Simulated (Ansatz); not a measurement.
Base system: MoSi$_{2}$ (space group I4/mmm, No. 139; a = 3.190 Å, c = 7.821 Å).

Calculations: PBEsol (Ansatz, a program for electronic structure; PAW; 420 eV plane waves; spin-orbit coupling left out).

Before the change:

- c/a ratio = 2.451
- Volume per atom = 13.27 Å³

It is then changed as follows: a hydrostatic pressure of 4.5 GPa.

Task: Estimate the effect on the c/a ratio and volume per atom.

Result: The c/a ratio increases by 0.0033 to 2.455; the volume per atom falls by 0.26 Å³ to 13.01 Å³.

Load acts through the strain it causes; cell and atoms are relaxed under it. Stability against distortions was not tested. The final runs are not spin-polarised.
